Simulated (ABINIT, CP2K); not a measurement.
An ABINIT input for a self-consistent single point of SnO (Cmc2_1, 8 atoms in the cell) (DFT, PBEsol, plane waves, PAW (JTH v2.0 PBE PAW, files made for PBE)):

```
# SnO, JTH v2.0 PBE PAW
pp_dirpath "./"
pseudos "Sn.GGA_PBE-JTH.xml, O.GGA_PBE-JTH.xml"
acell 3*1.0
rprim
         4.1685185124   -5.1454010942    0.0000000000
         4.1685185124    5.1454010942    0.0000000000
         0.0000000000    0.0000000000   22.5086393643
natom 8
ntypat 2
znucl 50 8
typat 1 1 1 1 2 2 2 2
xred
         0.9722100000    0.0277900000    0.9998300000
         0.0277900000    0.9722100000    0.4998300000
         0.6235600000    0.3764400000    0.7707200000
         0.3764400000    0.6235600000    0.2707200000
         0.5927100000    0.4072900000    0.9494500000
         0.4072900000    0.5927100000    0.4494500000
         0.0047500000    0.9952500000    0.8215400000
         0.9952500000    0.0047500000    0.3215400000
ecut 653 eV
pawecutdg 1306 eV
pawxcdev 0
ixc -116133
occopt 1
nband 43
kptopt 1
ngkpt 4 4 2
nshiftk 1
shiftk 0 0 0
nstep 60
tolvrs 1.0e-10
diemac 4
prtwf 0
prtden 0
enunit 2
```

Problem. Give the CP2K input for the same structure, mesh, smearing and functional.

Solution. This is the input that was run; spellings and numerical settings could be chosen otherwise.

```
&GLOBAL
  PROJECT bulk
  RUN_TYPE ENERGY_FORCE
  PRINT_LEVEL MEDIUM
&END GLOBAL
&FORCE_EVAL
  METHOD Quickstep
  STRESS_TENSOR ANALYTICAL
  &DFT
    BASIS_SET_FILE_NAME BASIS_MOLOPT
    POTENTIAL_FILE_NAME GTH_POTENTIALS
    &QS
      METHOD GPW
      EPS_DEFAULT 1E-10
    &END QS
    &MGRID
      CUTOFF 450
      REL_CUTOFF 50
      NGRIDS 4
    &END MGRID
    &SCF
      SCF_GUESS ATOMIC
      EPS_SCF 1E-6
      MAX_SCF 100
      ADDED_MOS 8
      &DIAGONALIZATION
        ALGORITHM STANDARD
      &END DIAGONALIZATION
      &MIXING
        METHOD BROYDEN_MIXING
        ALPHA 0.3
        NBUFFER 12
        BETA 1
      &END MIXING
    &END SCF
    &KPOINTS
      SCHEME MONKHORST-PACK 4 4 2
      GAMMA_CENTERED T
    &END KPOINTS
    &XC
      &XC_FUNCTIONAL
        &PBE
          PARAMETRIZATION PBESOL
        &END PBE
      &END XC_FUNCTIONAL
    &END XC
    &PRINT
      &MO
        EIGENVALUES T
        OCCUPATION_NUMBERS T
        NDIGITS 8
        FILENAME mo
        &EACH
          QS_SCF 0
        &END EACH
        ADD_LAST NUMERIC
      &END MO
      &MULLIKEN ON
      &END MULLIKEN
    &END PRINT
  &END DFT
  &SUBSYS
    &CELL
      A 3.50424400 0.00000000 0.00000000
      B -0.72708100 3.42798500 0.00000000
      C 0.00000000 0.00000000 11.91105900
      PERIODIC XYZ
    &END CELL
    &COORD
      Sn       3.38665548     0.09526370    11.90903412
      Sn      -0.60949248     3.33272130     5.95350462
      Sn       1.91140402     1.29043067     9.18009139
      Sn       0.86575898     2.13755433     3.22456189
      O        1.78086764     1.39618401    11.30895497
      O        0.99629536     2.03180099     5.35342547
      O       -0.70698221     3.41170207     9.78541141
      O        3.48414521     0.01628293     3.82988191
    &END COORD
    &KIND Sn
      BASIS_SET DZVP-MOLOPT-SR-GTH
      POTENTIAL GTH-PBE-q4
    &END KIND
    &KIND O
      BASIS_SET DZVP-MOLOPT-SR-GTH
      POTENTIAL GTH-PBE-q6
    &END KIND
  &END SUBSYS
  &PRINT
    &FORCES ON
    &END FORCES
    &STRESS_TENSOR ON
    &END STRESS_TENSOR
  &END PRINT
&END FORCE_EVAL
```

Basis, cutoffs, solver keys and any potentials are the target program's own. This input uses DFT PBEsol, GPW, DZVP-MOLOPT-SR-GTH basis, GTH-PBE potentials (GTH_POTENTIALS).

The starting cell comes from a database of computed structures (which also holds hypothetical and non-ambient phases and stackings), without a prior relaxation at this level. Its lattice was rescaled by a random factor within 2.5 % of one. For this run, on top of that: lattice scaled by 0.98.
